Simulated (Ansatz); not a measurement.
The starting structures come from a database of crystals and need not be the phases stable at ambient conditions.

 Where the default PAW files enter, the runs use the earlier of Ansatz's two default sets.

By PBEsol, the system below comes out a metal.

```xyz
12
Lattice="5.5975 0.0000 0.0000 2.7988 5.4012 0.0000 0.0000 0.0000 5.5999" Properties=species:S:1:pos:R:3 pbc="T T T"
Co     5.5975     4.1384     0.0000
Co     2.7988     1.2628     0.0000
Co     5.5975     1.2628     2.8000
Co     2.7988     4.1384     2.8000
Ge     1.9091     0.0000     3.6900
Ge     3.6884     0.0000     1.9099
Ge     0.8897     0.0000     0.8901
Ge     4.7079     0.0000     4.7099
Ge     4.2074     2.7006     4.1999
Ge     4.1889     2.7006     1.4000
Ge     6.9876     2.7006     1.4000
Ge     1.4087     2.7006     4.1999
```

Space group of this cell: Cmce. The cell is taken as given; by PBEsol its mean pressure is -1.0 GPa.

The current flows along the normal of the first two printed cell vectors. No spin-orbit coupling; the value is a mean over 0.1 eV about the Fermi level.

Q: Estimate the ballistic conductance per area that PBEsol (Ansatz, a quantum-chemistry and plane-wave program) returns for this system.

A: 0.54 × 10¹⁵ S/m² for both spins.
